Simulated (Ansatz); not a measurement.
Consider interstitial H in rock-salt TiC, neutral cell. Computed with PBE, PAW (plane waves to 420 eV; Ansatz, a quantum-chemistry and plane-wave program).

64-site cell at the relaxed PBE lattice, a 2×2×2 k-point mesh shifted by half a step, smearing 0.10 eV, spin-restricted, no finite-size correction. Static, classical nuclei. Sites that were not tried may lie lower.

Barriers: single points on a 4×4×4 k-point mesh shifted by half a step at the bands' geometries.

The step: one H atom jumps by itself. Atoms about the jump, Cartesian Å from the middle of the jump, before and after:

```tsv
atom	x0	y0	z0	x1	y1	z1
H1	0.00	0.00	0.64	0.00	0.00	-0.64
C2	0.67	-0.67	-0.02	0.67	-0.67	0.02
Ti3	-1.60	-0.67	-0.03	-1.60	-0.67	0.03
Ti4	0.67	1.60	-0.03	0.67	1.60	0.03
C5	-1.53	1.53	-0.01	-1.53	1.53	0.01
Ti6	0.64	-0.64	-2.18	0.67	-0.67	-2.24
Ti7	0.67	-0.67	2.24	0.64	-0.64	2.18
C8	-1.53	-0.64	-2.17	-1.53	-0.65	-2.17
C9	-1.53	-0.65	2.17	-1.53	-0.64	2.17
C10	0.65	1.53	2.17	0.64	1.53	2.17
C11	0.64	1.53	-2.17	0.65	1.53	-2.17
Ti12	-1.53	1.53	-2.17	-1.52	1.52	-2.17
Ti13	-1.52	1.52	2.17	-1.53	1.53	2.17
Ti14	0.64	-2.82	0.01	0.64	-2.82	-0.01
Ti15	2.82	-0.64	0.01	2.82	-0.64	-0.01
C16	-1.53	-2.81	0.00	-1.53	-2.81	0.00
C17	2.81	1.53	0.00	2.81	1.53	0.00
C18	-3.70	-0.65	0.00	-3.70	-0.65	0.00
C19	0.65	3.70	0.00	0.65	3.70	0.00
C20	0.64	-2.81	-2.16	0.64	-2.81	-2.18
C21	0.64	-2.81	2.18	0.64	-2.81	2.16
C22	2.81	-0.64	-2.16	2.81	-0.64	-2.18
C23	2.81	-0.64	2.18	2.81	-0.64	2.16
Ti24	-3.69	1.53	0.00	-3.69	1.53	0.00
Ti25	-1.53	3.69	0.00	-1.53	3.69	0.00
Ti26	-1.53	-2.82	-2.17	-1.53	-2.81	-2.17
Ti27	-1.53	-2.81	2.17	-1.53	-2.82	2.17
Ti28	2.82	1.53	-2.17	2.81	1.53	-2.17
Ti29	2.81	1.53	2.17	2.82	1.53	2.17
```

Task: Give the saddle-point geometry and the barrier.

Result: 
```
atom      x      y      z
----  -----  -----  -----
H1    -0.09   0.10   0.00
C2     0.71  -0.69   0.00
Ti3   -1.64  -0.70   0.00
Ti4    0.72   1.65   0.00
C5    -1.51   1.53   0.00
Ti6    0.66  -0.64  -2.19
Ti7    0.66  -0.64   2.19
C8    -1.52  -0.64  -2.16
C9    -1.52  -0.64   2.16
C10    0.66   1.54   2.16
C11    0.66   1.54  -2.16
Ti12  -1.51   1.53  -2.16
Ti13  -1.51   1.53   2.16
Ti14   0.64  -2.81   0.00
Ti15   2.83  -0.63   0.00
C16   -1.53  -2.81   0.00
C17    2.83   1.55   0.00
C18   -3.70  -0.64   0.00
C19    0.66   3.72   0.00
C20    0.65  -2.80  -2.17
C21    0.65  -2.80   2.17
C22    2.82  -0.63  -2.17
C23    2.82  -0.63   2.17
Ti24  -3.68   1.53   0.00
Ti25  -1.52   3.69   0.00
Ti26  -1.52  -2.81  -2.18
Ti27  -1.52  -2.81   2.17
Ti28   2.83   1.54  -2.18
Ti29   2.83   1.54   2.17
```
It lies 0.29 eV above the start and 0.29 eV above the end. The saddle point's order was not checked, and it lies on a symmetry element of the cell, where a band can be held.
